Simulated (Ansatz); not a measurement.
# Response to strain in hypothetical P4_2/mnm ZnS

Start from ZnS (space group P4_2/mnm, No. 136; a = 6.630 Å, c = 3.861 Å; a hypothetical phase, not in the database extracts checked). Axes: x, y, z lie along a, b, c of the conventional cell.

Strains are applied to the cell and any free atomic positions relax; under biaxial strain the out-of-plane vector relaxes too; under stress the whole cell relaxes.

All numbers come from Kohn–Sham DFT with the PBE functional, run in Ansatz (an electronic-structure program) with PAW and 420 eV plane waves, spin-orbit coupling left out.

Notes on the quantities. pressure: mean of the normal stresses, compression positive.

```tsv
change	band gap	pressure	electron mass	volume per atom
base	2.17 eV	0.01 GPa	0.17 mₑ along c, 0.19 mₑ across (at Γ)	21.22 Å³
biaxial strain +1.19 %, plane normal [001], relaxed out of plane	2.06 eV	-0.78 GPa	0.17 mₑ out of plane, 0.19 mₑ in plane (at Γ)	21.54 Å³
biaxial strain +1.74 %, plane normal [001], relaxed out of plane	2.01 eV	-1.15 GPa	0.17 mₑ out of plane, 0.19 mₑ in plane (at Γ)	21.69 Å³
uniaxial stress, 2 GPa tension along x	?	–	?	?
tensor shear ε_xz = +0.68 %	2.15 eV	0.00 GPa	0.17 mₑ along z, 0.19 mₑ across (at Γ)	21.21 Å³
```

Question: Complete the table.

Answer: 
- uniaxial stress, 2 GPa tension along x, band gap: 2.08 eV
- uniaxial stress, 2 GPa tension along x, electron mass: 0.20 mₑ along y, 0.17 mₑ across (at Γ)
- uniaxial stress, 2 GPa tension along x, volume per atom: 21.43 Å³

Masses are band curvatures over ±0.01 Å⁻¹ around the edge. Gaps are read on the SCF mesh and a high-symmetry path. Stability under load was not tested beyond the relaxation.
